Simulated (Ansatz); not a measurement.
## How far to go with the plane-wave cutoff: LuBi2ClO4 (P4mm, 8 atoms in the cell)

```yaml
crystal:
  lattice:
    - [3.87644, 0.00000, 0.00000]
    - [0.00000, 3.87644, 0.00000]
    - [0.00000, 0.00000, 9.06032]
  atoms:
    - { symbol: Lu, position: [0.00000, 0.00000, 0.00552] }
    - { symbol: Bi, position: [0.50000, 0.50000, 0.27571] }
    - { symbol: Bi, position: [0.50000, 0.50000, 0.72429] }
    - { symbol: Cl, position: [0.00000, 0.00000, 0.50000] }
    - { symbol: O, position: [0.50000, 0.00000, 0.85157] }
    - { symbol: O, position: [0.50000, 0.00000, 0.14843] }
    - { symbol: O, position: [0.00000, 0.50000, 0.85157] }
    - { symbol: O, position: [0.00000, 0.50000, 0.14843] }
```

Computed with LDA (PW92), default PAW files made with PBE (plane waves; Ansatz, a quantum-chemistry and plane-wave program).

Base settings: basis.ecutwfc = 420 eV; kpoints.mp_grid.grid = 5 5 1; hamiltonian.xc = lda; hamiltonian.pseudopotentials = {kind: paw} (the program's default PAW files); scf.occupations.method = fixed.

The second cell is the first with its lattice scaled by 0.98.

The mesh stays at the base's, so the ladder's end is converged at best in this setting alone.

The first pressure column holds Ansatz's estimate of the finite-basis (Pulay) stress, which hides part of the cutoff error; the other is without it.

Only quantities that move along the ladder and can be compared are tabulated; the gap is left out on so coarse a mesh.

The count of work is k-points × plane waves × bands × iterations; it is no time. 

The starting cell comes from a database of computed structures (which also holds hypothetical and non-ambient phases and stackings), without a prior relaxation at this level. Its lattice was rescaled by up to half a per cent. One atom was moved a little off its site on purpose. In the base run, with a pressure of about -8 GPa the cell is away from its equilibrium volume at this level. In the base run, forces exceed 1 eV/Å.

Steps (basis.ecutwfc): 145 eV; 170 eV; 190 eV; 210 eV; 230 eV; 250 eV; 295 eV; 335 eV; 380 eV; 420 eV; 460 eV; 505 eV; 565 eV; 630 eV; 735 eV; 840 eV; 1010 eV.

Task: What is the coarsest basis.ecutwfc that holds the free energy within 5 meV/atom of the last step, with all finer ones?

Result: 460 eV, at 0.31 of the last step's count of work; the step before is off by 5.4 meV/atom.

Task: What is the coarsest basis.ecutwfc that holds the pressure without the Pulay estimate within 0.2 GPa of the last step, with all finer ones?

Result: 460 eV, at 0.31 of the last step's count of work; the step before is off by 0.49 GPa.

Task: What is the coarsest basis.ecutwfc that holds the energy of the compressed cell less the first within 2 meV/atom of the last step, with all finer ones?

Result: 335 eV, at 0.19 of the last step's count of work; the step before is off by 13 meV/atom.

| basis.ecutwfc | free energy less the last step's (meV/atom) | energy of the compressed cell less the first (meV/atom) | pressure (GPa) | pressure without the Pulay estimate (GPa) | largest difference of a force vector from the last step's (eV/Å) | count of work / last |
|---|---|---|---|---|---|---|
| 145 eV | 38746.67 | -1484.63 | -19.54 | -1160.96 | 4.384 | 0.059 |
| 170 eV | 16819.21 | -36.16 | -0.24 | -577.66 | 4.262 | 0.076 |
| 190 eV | 8880.61 | -1.59 | -3.80 | -342.38 | 0.817 | 0.092 |
| 210 eV | 4668.99 | -69.33 | -9.63 | -205.66 | 0.431 | 0.097 |
| 230 eV | 2476.81 | -6.14 | -12.34 | -124.27 | 0.732 | 0.11 |
| 250 eV | 1335.24 | -60.27 | -10.63 | -75.66 | 0.419 | 0.12 |
| 295 eV | 345.67 | -46.08 | -9.62 | -28.28 | 0.121 | 0.16 |
| 335 eV | 102.31 | -33.55 | -8.38 | -15.16 | 0.060 | 0.19 |
| 380 eV | 22.58 | -32.68 | -8.43 | -10.28 | 0.012 | 0.23 |
| 420 eV | 5.43 | -33.28 | -8.49 | -9.01 | 0.004 | 0.27 |
| 460 eV | 1.49 | -33.42 | -8.51 | -8.62 | 0.002 | 0.31 |
| 505 eV | 0.79 | -33.42 | -8.51 | -8.52 | 0.001 | 0.35 |
| 565 eV | 0.67 | -33.43 | -8.51 | -8.52 | 0.000 | 0.42 |
| 630 eV | 0.57 | -33.44 | -8.51 | -8.52 | 0.000 | 0.49 |
| 735 eV | 0.47 | -33.45 | -8.52 | -8.52 | 0.000 | 0.62 |
| 840 eV | 0.24 | -33.46 | -8.52 | -8.53 | 0.000 | 0.75 |
| 1010 eV | 0.00 | -33.46 | -8.52 | -8.52 | 0.000 | 1.0 |

The energy difference between the two cells stays within 1 meV/atom of the last step's from 335 eV on, the total only from 505 eV on: much of the error is common to both cells and cancels.

At the lowest cutoff the pressure without the Pulay estimate lies 1150 GPa under the last step's, the usual sign of Pulay stress in an incomplete plane-wave basis.

Keys are those of Ansatz 0.2.
